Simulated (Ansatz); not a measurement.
Consider this model of amorphous Si20Al2P2O48.

```xyz
72
Lattice="10.1312 -0.2086 0.2207 -0.2086 10.4539 -0.0343 0.2207 -0.0343 10.5119" Properties=species:S:1:pos:R:3 pbc="T T T"
Si     3.9265     5.6099     8.5500
Si     6.8044     4.4565     8.9504
Si     3.3260     1.1726     1.2540
Si     5.4854     9.9324     8.4190
Si     3.8777     2.9803     5.0359
Si     7.9506     1.7351     8.8748
Si     8.9208     6.5549     9.3274
Si     6.3285     7.9401     5.9733
Si    -0.0957     9.7943     2.8609
Si     0.8616     9.9543     0.0245
Si     7.6065     3.2893     0.9598
Si     5.8275     1.6579     2.7860
Si     1.7858     8.3412     4.6366
Si     0.0631     4.9851     0.6607
Si     2.0989     0.7812     4.1805
Si     4.6363     7.8218    10.4955
Si     6.9876     9.3448     3.2950
Si     0.2818     0.5312     7.7346
Si     3.8195     6.0319     5.6070
Si     9.3521     8.1084     6.7619
Al     1.7026     7.4971     1.4212
Al     3.2474     1.4627     7.5523
P      2.5538     3.3704    10.0866
P      7.0440     7.3269     1.1601
O      1.0900     8.4751     3.0202
O      0.5017     0.4542     4.0188
O      8.9469     4.0014     1.5551
O      6.1708     8.6811     4.5201
O      7.0064     0.4393     8.6470
O      5.8553     8.8333     7.2426
O      6.7932     0.4544     3.3011
O      0.4808     8.0094     5.5291
O      3.0896     4.7871     9.7460
O      2.5570     0.2533     0.1589
O      8.2351     7.6072    10.4324
O      9.3302     9.6998     7.0398
O      5.3169     4.8162     8.4272
O      1.0258     5.8919     1.5729
O      3.9932     7.0810     9.1847
O      9.3951     1.5891     8.1385
O      1.6805     0.8555     7.0128
O      3.8426     4.6153     4.7871
O      2.6006     2.4791     8.8883
O      2.4946     9.8179     4.8126
O      5.2462     9.1970     9.8819
O      5.3246     6.6385     5.8365
O      6.8866     4.2516    10.5710
O      2.6380     0.8046     2.6486
O      4.3637     0.2632     8.0697
O      2.8647     7.1282     4.7841
O     -0.0297    10.3835     1.3618
O      7.6078     6.3879     2.1409
O      6.6609     8.7496     1.7813
O      0.9747     8.3588     0.1065
O      3.4043     7.8595     1.2420
O      3.1435     2.7863     0.7657
O      6.7759     2.8479     2.2659
O      4.9248     1.0782     1.5216
O      4.9221     2.2740     3.9828
O      5.6962     6.9002     0.4653
O      7.9233     7.5788     6.1636
O      7.2590     3.0759     8.2295
O      9.9434     5.5291    10.0478
O      9.6999     7.3643     8.1714
O      2.4043     2.2766     4.7092
O      3.1841     5.7220     7.1054
O      8.5799     9.0640     3.5090
O      0.8986     3.6270     0.0877
O      4.1490     2.5898     6.5590
O      7.7480     5.7218     8.5647
O      0.3251    10.4020     9.2113
O      8.1874     1.9887    10.4888
```

Method: PBE, scalar-relativistic without spin-orbit coupling (plane waves to 420 eV, PAW; Ansatz, a first-principles code).

A CHGNet melt-quench gave the starting glass, which DFT then relaxed. O atoms were pushed apart under 1.9 Å during the dynamics, to hinder bonds among them. The hot cell started wider than the set density and was brought back towards it in steps. It is the lowest in DFT energy of 2 quenches. It is a model cell: composition and starting density were chosen by hand, and all elements were melted together. No dispersion term was used. Its density started from a set value of 2.35 and ended at 2.16 g/cm³. Cooling (nominally 310 K/ps over its main leg) ran many orders faster than in experiment, which tends to leave more defects and strain. A cell of this size samples the disorder only roughly. Volume and shape were free in the relaxation.

Bonds are counted up to Si-Si 2.60 Å, Si-Al 2.55 Å, Si-P 2.55 Å, Si-O 1.94 Å, Al-Al 2.66 Å, Al-P 2.51 Å, Al-O 2.24 Å, P-P 2.50 Å, P-O 2.08 Å, O-O 1.58 Å. Two cations that share two anions don't count as bonded, nor two that share one unless they lie closer than Si-Si 2.38 Å, Si-Al 2.48 Å, Si-P 2.33 Å, Al-Al 2.59 Å, Al-P 2.44 Å, P-P 2.29 Å.

Question: Give the coordination numbers, mean bond lengths and angles.

Answer: 
```
Property                                                          Value
---------------------------------  ------------------------------------
Mean coordination of Si by anions                      4.00 (20 with 4)
Mean coordination of Al by anions                       4.00 (2 with 4)
Mean coordination of P by anions                        4.00 (2 with 4)
Mean coordination of O             2.00 (1 with 1, 46 with 2, 1 with 3)
Mean Si-O bond                     1.637 Å (spread 0.031 Å, 80 counted)
Mean Al-O bond                      1.780 Å (spread 0.076 Å, 8 counted)
Mean P-O bond                       1.550 Å (spread 0.045 Å, 8 counted)
Bond angle at Si                               mean 109.4°, spread 4.5°
Bond angle at Al                               mean 109.2°, spread 7.9°
Bond angle at P                                mean 109.3°, spread 4.5°
Bond angle at O                               mean 139.5°, spread 13.9°
```

Question: Which atoms depart from the most common coordination of their element?

Answer: O25 has 3 (Si13 1.76 Å, Si9 1.78 Å, Al21 1.97 Å); O52 has 1 (P24 1.47 Å).

Question: List the pairs of like atoms that count as bonded by the rules above.

Answer: There are none by these rules.

Question: What Bader charges do the atoms carry, from a run on the zone centre alone?

Answer: Means (range): Si +3.28 e (+3.25 to +3.29), Al +2.55 e (+2.54 to +2.56), P +3.77 e (+3.72 to +3.82), O -1.63 e (-1.67 to -1.46).
```tsv
atom	charge (e)
Si1	+3.29
Si2	+3.29
Si3	+3.28
Si4	+3.29
Si5	+3.28
Si6	+3.28
Si7	+3.29
Si8	+3.29
Si9	+3.25
Si10	+3.28
Si11	+3.28
Si12	+3.29
Si13	+3.26
Si14	+3.28
Si15	+3.27
Si16	+3.28
Si17	+3.29
Si18	+3.28
Si19	+3.28
Si20	+3.29
Al21	+2.54
Al22	+2.56
P23	+3.82
P24	+3.72
O25	-1.67
O26	-1.63
O27	-1.63
O28	-1.64
O29	-1.65
O30	-1.65
O31	-1.64
O32	-1.64
O33	-1.60
O34	-1.64
O35	-1.59
O36	-1.64
O37	-1.65
O38	-1.64
O39	-1.65
O40	-1.64
O41	-1.64
O42	-1.63
O43	-1.59
O44	-1.63
O45	-1.64
O46	-1.64
O47	-1.65
O48	-1.66
O49	-1.65
O50	-1.63
O51	-1.64
O52	-1.46
O53	-1.59
O54	-1.64
O55	-1.64
O56	-1.59
O57	-1.64
O58	-1.63
O59	-1.65
O60	-1.60
O61	-1.64
O62	-1.64
O63	-1.65
O64	-1.64
O65	-1.64
O66	-1.63
O67	-1.64
O68	-1.59
O69	-1.64
O70	-1.65
O71	-1.65
O72	-1.64
```
